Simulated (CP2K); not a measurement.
# A short convergence ladder for CsPbBr3 (P4mm, 5 atoms in the cell)

```xyz
5
Lattice="5.8407 0.0000 0.0000 0.0000 5.8407 0.0000 0.0000 0.0000 5.8407" Properties=species:S:1:pos:R:3 pbc="T T T"
Cs     0.0000     0.0000     0.0500
Pb     2.9203     2.9203     2.9203
Br     2.9203     0.0000     2.9203
Br     0.0000     2.9203     2.9203
Br     2.9203     2.9203     0.0000
```

Base method: LDA (Pade form), GPW, DZVP-MOLOPT-SR-GTH basis, GTH-PADE potentials (GTH_POTENTIALS) run with CP2K 2026.2.

Base settings: CUTOFF = 500 Ry; REL_CUTOFF = 50 Ry; SMEAR/METHOD = FERMI_DIRAC; ELECTRONIC_TEMPERATURE = 116.05 K; KPOINTS/SCHEME = MONKHORST-PACK 2 2 2; GAMMA_CENTERED = T; XC_FUNCTIONAL = PADE; Cs/BASIS_SET = DZVP-MOLOPT-SR-GTH; Cs/POTENTIAL = GTH-PADE-q9; Pb/BASIS_SET = DZVP-MOLOPT-SR-GTH.

**The setting basis**

Level: DFT LDA (Pade form), GPW, TZV2P-MOLOPT-SR-GTH basis, GTH-PADE potentials (GTH_POTENTIALS).

Moved along: ADDED_MOS, Cs/BASIS_SET, Pb/BASIS_SET, Br/BASIS_SET.

The second cell is the first with its lattice scaled by 0.98.

The mesh stays at the base's, so the ladder's end is converged at best in this setting alone.

The sets are ordered by size and need not be nested.

Only quantities that move along the ladder and can be compared are tabulated; the gap is left out on so coarse a mesh.

| basis (functions) | free energy less the last step's (meV/atom) | energy of the compressed cell less the first (meV/atom) | pressure (GPa) | largest difference of a force vector from the last step's (eV/Å) |
|---|---|---|---|---|
| SZV-MOLOPT-SR-GTH (21) | 655.77 | 44.88 | 1.98 | 0.016 |
| DZVP-MOLOPT-SR-GTH (66) | 71.73 | 19.38 | 0.48 | 0.001 |
| TZVP-MOLOPT-SR-GTH (86) | 8.36 | 18.99 | 0.47 | 0.002 |
| TZV2P-MOLOPT-SR-GTH (111) | 0.00 | 18.86 | 0.46 | 0.000 |

Coarsest basis (functions) that holds the forces within 0.005 eV/Å of the last step, with all finer ones: DZVP-MOLOPT-SR-GTH (66); the step before is off by 0.016 eV/Å.

Coarsest basis (functions) that holds the free energy within 5 meV/atom: not settled: the last two steps still differ by 8.4 meV/atom, over half the tolerance, so the ladder does not show it.

Coarsest basis (functions) that holds the pressure within 0.5 GPa of the last step, with all finer ones: DZVP-MOLOPT-SR-GTH (66); the step before is off by 1.5 GPa.

On the base run: the starting cell has typed, rounded lattice constants, without a prior relaxation at this level. Its lattice was rescaled by up to half a per cent. One atom was moved a little off its site on purpose. Values carry the incompleteness of an atom-centred basis.
